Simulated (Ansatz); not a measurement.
Consider Os-vacancy pair (Os on one host Mo site, one Mo site vacant) in bcc Mo, neutral cell. Calculation: PBE, PAW (plane waves to 420 eV; Ansatz, a program for electronic structure).

Settings: 36 host sites, the relaxed PBE lattice, a 2×2×3 k-point mesh shifted by half a step, smearing 0.10 eV, spin-restricted, no image-charge correction. No zero-point or tunnelling terms. Spin-orbit coupling is left out. Forms of the defect that were not tried may lie lower.

Barriers: single points on a 3×3×5 k-point mesh shifted by half a step at the bands' geometries (they differ from the bands' own by up to 0.05 eV, and are uncertain by about as much).

Relaxed starting cell (atoms counted from 1):

```yaml
crystal:
  lattice:
    - [9.48245, 0.00000, 0.00000]
    - [0.00000, 9.48245, 0.00000]
    - [0.00000, 0.00000, 6.32164]
  atoms:
    - { symbol: Os, position: [0.99871, 0.99918, 0.00109] }
    - { symbol: Mo, position: [0.00028, 0.00077, 0.49747] }
    - { symbol: Mo, position: [0.00083, 0.32936, 0.00426] }
    - { symbol: Mo, position: [0.00006, 0.33175, 0.50080] }
    - { symbol: Mo, position: [0.99980, 0.66742, 0.00135] }
    - { symbol: Mo, position: [0.99993, 0.66716, 0.50231] }
    - { symbol: Mo, position: [0.32890, 0.00131, 0.00429] }
    - { symbol: Mo, position: [0.33126, 0.00053, 0.50083] }
    - { symbol: Mo, position: [0.33161, 0.33208, 0.00181] }
    - { symbol: Mo, position: [0.33140, 0.33188, 0.49900] }
    - { symbol: Mo, position: [0.33194, 0.66686, 0.00170] }
    - { symbol: Mo, position: [0.33277, 0.66562, 0.50185] }
    - { symbol: Mo, position: [0.66694, 0.00036, 0.00138] }
    - { symbol: Mo, position: [0.66666, 0.00049, 0.50233] }
    - { symbol: Mo, position: [0.66637, 0.33250, 0.00173] }
    - { symbol: Mo, position: [0.66513, 0.33332, 0.50187] }
    - { symbol: Mo, position: [0.66583, 0.66637, 0.00371] }
    - { symbol: Mo, position: [0.66501, 0.66556, 0.50026] }
    - { symbol: Mo, position: [0.16650, 0.16693, 0.75293] }
    - { symbol: Mo, position: [0.16637, 0.49734, 0.25185] }
    - { symbol: Mo, position: [0.16654, 0.49875, 0.75201] }
    - { symbol: Mo, position: [0.16655, 0.83713, 0.25284] }
    - { symbol: Mo, position: [0.16752, 0.83459, 0.75132] }
    - { symbol: Mo, position: [0.49693, 0.16682, 0.25186] }
    - { symbol: Mo, position: [0.49832, 0.16697, 0.75203] }
    - { symbol: Mo, position: [0.49951, 0.49995, 0.25264] }
    - { symbol: Mo, position: [0.49847, 0.49891, 0.75174] }
    - { symbol: Mo, position: [0.49956, 0.83356, 0.25183] }
    - { symbol: Mo, position: [0.49855, 0.83493, 0.75257] }
    - { symbol: Mo, position: [0.83671, 0.16703, 0.25289] }
    - { symbol: Mo, position: [0.83415, 0.16799, 0.75133] }
    - { symbol: Mo, position: [0.83313, 0.50003, 0.25183] }
    - { symbol: Mo, position: [0.83449, 0.49901, 0.75256] }
    - { symbol: Mo, position: [0.83291, 0.83337, 0.25435] }
    - { symbol: Mo, position: [0.83533, 0.83580, 0.75225] }
```

End state 1 differs by these moves (Å; atoms that move under 0.08 Å are left out):

```csv
atom,element,Δx,Δy,Δz
1,Os,1.59,1.59,1.59
```

Predict the forward and backward barriers to end state 1 from PBE, PAW.

forward 1.16 eV, backward 1.16 eV; at the saddle point atom 1 has neighbours 4 Mo at 2.66, 2 Mo at 2.68, 5 Mo at 3.36, Mo at 3.37 Å. The saddle point's order was not checked, and it lies on a symmetry element of the cell, where a band can be held.
